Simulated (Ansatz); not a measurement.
The reference is CsSnI3 in the cubic perovskite structure (space group Pm-3m, No. 221).

```
CELL_PARAMETERS angstrom
      6.13052     0.00000     0.00000
      0.00000     6.13052     0.00000
      0.00000     0.00000     6.13052
ATOMIC_POSITIONS crystal
  Cs 0.00000 0.00000 0.00000
  Sn 0.50000 0.50000 0.50000
  I  0.50000 0.00000 0.50000
  I  0.00000 0.50000 0.50000
  I  0.50000 0.50000 0.00000
```

Cartesian axes are those of the cell as printed.

Method: plane-wave PAW DFT at the PBEsol level (Ansatz, an electronic-structure program, 420 eV), no SOC.

Strains are applied to the cell and any free atomic positions relax; under biaxial strain the out-of-plane vector relaxes too.

One change was made to it. Results:

```csv
quantity,base,after
energy relative to the base (free energy F),0 meV/atom,+0.6 meV/atom
shortest interatomic distance,3.065 Å,3.058 Å
"pressure (mean of the normal stresses, compression positive)",0.00 GPa,0.14 GPa
```

**Question.** Which change produced these results?
(A) biaxial strain −2.00 %, plane normal [111], relaxed out of plane
(B) biaxial strain −1.00 %, plane normal [111], relaxed out of plane
(C) biaxial strain −2.50 %, plane normal [111], relaxed out of plane

**Answer.** B, biaxial strain −1.00 %, plane normal [111], relaxed out of plane. For comparison, the energy relative to the base in the other runs: biaxial strain −2.00 %, plane normal [111], relaxed out of plane gives +2.4 meV/atom; biaxial strain −2.50 %, plane normal [111], relaxed out of plane gives +3.8 meV/atom.

No phonon test of stability was made. All final runs are without spin polarisation. Many cubic perovskites are stable only at high temperature; tilts and polar distortions were not tested.
